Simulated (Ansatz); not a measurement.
**BP: response to strain**

Consider BP in the zinc blende structure (space group F-43m, No. 216).

```
CELL_PARAMETERS angstrom
      0.00000     2.26828     2.26828
      2.26828     0.00000     2.26828
      2.26828     2.26828     0.00000
ATOMIC_POSITIONS crystal
  B  0.00000 0.00000 0.00000
  P  0.25000 0.25000 0.25000
```

Cartesian axes are those of the cell as printed.

Strains are applied to the cell and any free atomic positions relax.

Level of theory: plane-wave PAW DFT at the r2SCAN level (Ansatz, a program for electronic structure, 500 eV), spin-orbit coupling left out.

| variant | hole mass | volume per atom | band gap |
|---|---|---|---|
| base | – | 11.67 Å³ | 1.41 eV |
| uniaxial strain ε_zz = −3.00 % | 0.34 mₑ along z, 0.22 mₑ across (at Γ) | 11.32 Å³ | 0.88 eV |
| uniaxial strain ε_zz = −2.50 % | 0.34 mₑ along z, 0.22 mₑ across (at Γ) | 11.38 Å³ | 0.97 eV |
| uniaxial strain ε_zz = −2.00 % | 0.34 mₑ along z, 0.23 mₑ across (at Γ) | 11.44 Å³ | 1.06 eV |
| uniaxial strain ε_zz = −1.50 % | 0.33 mₑ along z, 0.23 mₑ across (at Γ) | 11.50 Å³ | 1.15 eV |
| uniaxial strain ε_zz = −1.00 % | 0.33 mₑ along z, 0.23 mₑ across (at Γ) | 11.55 Å³ | 1.24 eV |
| uniaxial strain ε_zz = −0.50 % | [?] | 11.61 Å³ | [?] |

Q: Some entries are withheld; estimate them.

A: 
- uniaxial strain ε_zz = −0.50 %, hole mass: 0.32 mₑ along z, 0.24 mₑ across (at Γ)
- uniaxial strain ε_zz = −0.50 %, band gap: 1.32 eV

Effective masses come from finite differences of ±0.01 Å⁻¹. Whether these cells are dynamically stable was not tested.
